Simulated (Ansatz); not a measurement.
Base system: Hf in the hcp (Mg type) structure (space group P6_3/mmc, No. 194; a = 3.198 Å, c = 5.049 Å; relaxed with 0.1 eV smearing). Axes: x lies along a and z along c of the hexagonal cell.

Computed with r2SCAN, PAW, 500 eV (Ansatz, a program for electronic structure; no SOC).

Base values:

* **Pressure**: 0.0 GPa

The change: uniaxial strain ε_xx = −3.00 %, all other strain components held at zero, atoms relaxed at fixed cell.

### Question
Predict the new pressure.

### Answer
The pressure (mean of the normal stresses, compression positive) goes from zero to 3.5 GPa.

### Question
Estimate the effect on the energy relative to the base.

### Answer
The energy grows by 13 meV/atom.

No phonon test of stability was made. All final runs are without spin polarisation.
